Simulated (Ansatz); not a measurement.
The reference is KF in the rock salt structure (space group Fm-3m, No. 225; a = 5.307 Å). Axes: x, y, z lie along the cube axes.

Level of theory: PBEsol (Ansatz, an electronic-structure program, PAW, without spin-orbit coupling).

Base values:

- Shortest interatomic distance = 2.653 Å
- Pressure = -0.01 GPa

Modification: tensile biaxial strain of 1.00 % in the plane normal to [001], as in epitaxy on a mismatched substrate; the out-of-plane cell vector and the atoms relax.

**Question.** What happens to the ratio −ε⊥/ε∥, shortest interatomic distance, energy relative to the base and pressure?

**Answer.** The ratio −ε⊥/ε∥ is 0.43; the shortest interatomic distance drops by 0.0115 Å (2.653 Å → 2.642 Å); the energy rises by 0.9 meV/atom; the pressure (mean of the normal stresses, compression positive) falls by 0.48 GPa (-0.01 GPa → -0.49 GPa).

Stability against distortions was not tested.
